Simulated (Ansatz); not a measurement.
```yaml
crystal:
  lattice:
    - [0.00000, 3.24460, 3.24460]
    - [3.24460, 0.00000, 3.24460]
    - [3.24460, 3.24460, 0.00000]
  atoms:
    - { symbol: Te, position: [0.75000, 0.75000, 0.75000] }
    - { symbol: Cd, position: [0.00000, 0.00000, 0.00000] }
```

A single point on HgTe with a change (Hg → Cd), its geometry relaxed with PBEsol.

Method: PBEsol (Ansatz, a program for electronic structure, PAW, with spin-orbit coupling). k-mesh 9×9×9 (Γ-centred); smearing 0.05 eV (Fermi–Dirac).

**Question.** Predict the valence-band top at Γ and gap character.

**Answer.** The valence-band top at Γ (three highest Kramers pairs, from the VBM) comes out as 0.00, 0.00, -0.87 eV. The gap character is direct at Γ.

Single points use the geometry relaxed with PBEsol. Stability against distortions was not tested. The cell was made from HgTe by this change: Hg → Cd.
